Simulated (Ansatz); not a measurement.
SrO: Sr → Ba

Take SrO in the rock salt structure (space group Fm-3m, No. 225; a = 5.122 Å) as the base.

Now apply this change: full substitution Sr → Ba; the structure is relaxed again.

Level of theory: Ansatz (a first-principles code), PBEsol, PAW, cutoff 420 eV, without spin-orbit coupling. Settings: 10×10×10 k-points, 0.05 eV Fermi–Dirac smearing, for the changed cell.

```tsv
quantity	base	changed	shift
density	5.12 g/cm³	6.16 g/cm³	+1.035 g/cm³
space group	Fm-3m (No. 225)	Fm-3m (No. 225)	–
shortest interatomic distance	4.840 bohr	5.187 bohr	+0.347 bohr
band gap	3.20 eV	1.84 eV	-1.36 eV
gap character	indirect, Γ → X	direct at X	–
electron mass	1.2 mₑ along k, 0.39 mₑ across (at X)	1.2 mₑ along k, 0.38 mₑ across (at X)	–
```

Effective masses come from finite differences of ±0.01 Å⁻¹. Along k means along the line from Γ to the band edge. No phonon test of stability was made.
